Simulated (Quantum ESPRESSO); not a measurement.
Input and output of a self-consistent single point for Y₂Al₃Si₂ (P1, 7 atoms in the cell) (Quantum ESPRESSO).

Method of the run: PBEsol, PseudoDojo standard norm-conserving (PBESOL) pseudopotentials (plane waves; Quantum ESPRESSO).

The change in words: lattice scaled by 0.98. Reference geometry:
```
Y2Al3Si2
1.0
    5.07840    -2.02025     0.00000
    5.07840     2.02025     0.00000
   -1.27776     0.00000     6.48250
Y Al Si
2 3 2
Direct
  0.38261   0.37927   0.67464
  0.62367   0.61418   0.32609
  0.68443   0.70480   0.87152
  0.30488   0.30932   0.13353
  0.99768   0.00258   0.99447
  0.91442   0.90080   0.36022
  0.09230   0.08905   0.63954
```

Reference input (self-consistent single point, DFT, PBEsol, plane waves, PseudoDojo standard norm-conserving (PBESOL) pseudopotentials): ecutwfc = 75 Ry; occupations = smearing; smearing = gauss; degauss = 0.0073499 Ry; potentials = {Y: Y.upf, Al: Al.upf, Si: Si.upf}; K_POINTS = automatic 5 5 3 0 0 0; conv_thr = 1e-10 Ry. This run's input differs from it in these lines:

```diff
@@ -35,5 +35,5 @@
 CELL_PARAMETERS bohr
-   9.59677570    -3.81770976     0.00000000
-   9.59677570     3.81770976     0.00000000
-  -2.41462023     0.00000000    12.25014960
+   9.40484000    -3.74135537     0.00000000
+   9.40484000     3.74135537     0.00000000
+  -2.36632828     0.00000000    12.00514661
```

Output, abridged:

```
     Self-consistent Calculation

     iteration #  1     ecut=    75.00 Ry     beta= 0.70

     Threshold (ethr) on eigenvalues was too large:
     Diagonalizing with lowered threshold

     total energy              =    -194.23349220 Ry
     estimated scf accuracy    <       0.11414072 Ry

     iteration #  2     ecut=    75.00 Ry     beta= 0.70

     total energy              =    -194.22295970 Ry
     estimated scf accuracy    <       0.28658072 Ry

     iteration #  3     ecut=    75.00 Ry     beta= 0.70

     total energy              =    -194.27734214 Ry
     estimated scf accuracy    <       0.00736705 Ry

   [... 7 blocks of this kind left out ...]

     iteration # 11     ecut=    75.00 Ry     beta= 0.70

     total energy              =    -194.27969543 Ry
     estimated scf accuracy    <          8.2E-10 Ry

     iteration # 12     ecut=    75.00 Ry     beta= 0.70
     End of self-consistent calculation

     the Fermi energy is    10.4986 ev

!    total energy              =    -194.27969543 Ry
     estimated scf accuracy    <          6.7E-11 Ry
     smearing contrib. (-TS)   =      -0.00076360 Ry
     internal energy E=F+TS    =    -194.27893183 Ry

     convergence has been achieved in  12 iterations

     Forces acting on atoms (cartesian axes, Ry/au):

     atom    1 type  1   force =    -0.01265784    0.00065020    0.00520168
     atom    2 type  1   force =     0.00751438    0.00500300   -0.01090302
     atom    3 type  2   force =     0.00123722   -0.01264164   -0.00822133
     atom    4 type  2   force =    -0.00295414   -0.00406603    0.00258571
     atom    5 type  2   force =    -0.00072241   -0.00308499    0.01314216
   [... lines left out ...]

     Total force =     0.039071     Total SCF correction =     0.000015

          total   stress  (Ry/bohr**3)                   (kbar)     P=       44.97
   0.00026866   0.00000584   0.00004194           39.52        0.86        6.17
   0.00000584   0.00032978   0.00000351            0.86       48.51        0.52
   0.00004194   0.00000351   0.00031865            6.17        0.52       46.88

   JOB DONE.
```

The run converged in 12 iterations. Against the reference run the free energy goes up by 9.5 meV/atom, the pressure goes from -1.48 to 4.50 GPa and the largest force goes from 0.359 to 0.519 eV/Å.

The starting cell comes from a database of computed structures (which also holds hypothetical and non-ambient phases and stackings), without a prior relaxation at this level. Its atoms were displaced at random from the sites of space group no. 12. For this run, on top of that: lattice scaled by 0.98. With a pressure of about 4 GPa the cell is away from its equilibrium volume at this level.

Cost on one core of a shared machine: roughly 4 min.
